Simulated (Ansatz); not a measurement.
Consider CdSe in the wurtzite structure (space group P6_3mc, No. 186).

```
CdSe
1.0
    4.30194     0.00000     0.00000
   -2.15097     3.72559     0.00000
    0.00000     0.00000     7.02103
Cd Se
2 2
Direct
  0.33333   0.66667   0.00013
  0.66667   0.33333   0.50013
  0.33333   0.66667   0.37587
  0.66667   0.33333   0.87587
```

Cartesian axes are those of the cell as printed.

Method: PBEsol in Ansatz (plane waves to 420 eV, PAW, no spin-orbit coupling).

Strains are applied to the cell and any free atomic positions relax.

One change was made to it. Results:

| quantity | base | after |
|---|---|---|
| energy relative to the base (free energy F) | 0 meV/atom | +6.3 meV/atom |
| valence-band top at Γ (three highest levels, from the VBM) | 0.00, 0.00, -0.05 eV | 0.00, 0.00, -0.18 eV |
| electron mass | 0.055 mₑ (at Γ) | 0.052 mₑ along z, 0.048 mₑ across (at Γ) |
| band gap | 0.54 eV | 0.42 eV |
| gap character | direct at Γ | direct at Γ |

Name the change that was made.
A. uniaxial strain ε_zz = +1.80 %
B. uniaxial strain ε_zz = +3.00 %
C. uniaxial strain ε_zz = +2.40 %
D. uniaxial strain ε_zz = +1.20 %

B, uniaxial strain ε_zz = +3.00 %. For comparison, the energy relative to the base in the other runs: uniaxial strain ε_zz = +1.20 % gives +1.0 meV/atom; uniaxial strain ε_zz = +1.80 % gives +2.3 meV/atom; uniaxial strain ε_zz = +2.40 % gives +4.1 meV/atom.

Effective masses come from finite differences of ±0.01 Å⁻¹. No phonon test of stability was made.

Ansatz is an electronic-structure program.
